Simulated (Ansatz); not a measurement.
Consider SiC (space group P6_3mc, No. 186; a = 3.0776 Å, c = 10.0763 Å). Axes: x lies along a and z along c of the hexagonal cell.

Level of theory: r2SCAN (Ansatz, a program for electronic structure; PAW; 500 eV plane waves; no SOC).

Base values:

The gap character is indirect, Γ → M and the pressure is 0.0 kbar.

Modification: the cell is compressed by 1.73 % along z with no lateral relaxation; the atoms relax in the strained cell.

Problem. How does this affect the energy relative to the base, gap character, pressure and hole mass?

Solution. The energy rises by 5.7 meV/atom; the gap character remains indirect, Γ → M; the pressure (mean of the normal stresses, compression positive) goes from zero to 41.0 kbar; the hole mass amounts to 0.21 mₑ along z, 1.7 mₑ across (at Γ).

Masses are band curvatures over ±0.01 Å⁻¹ around the edge. Stability against distortions was not tested.
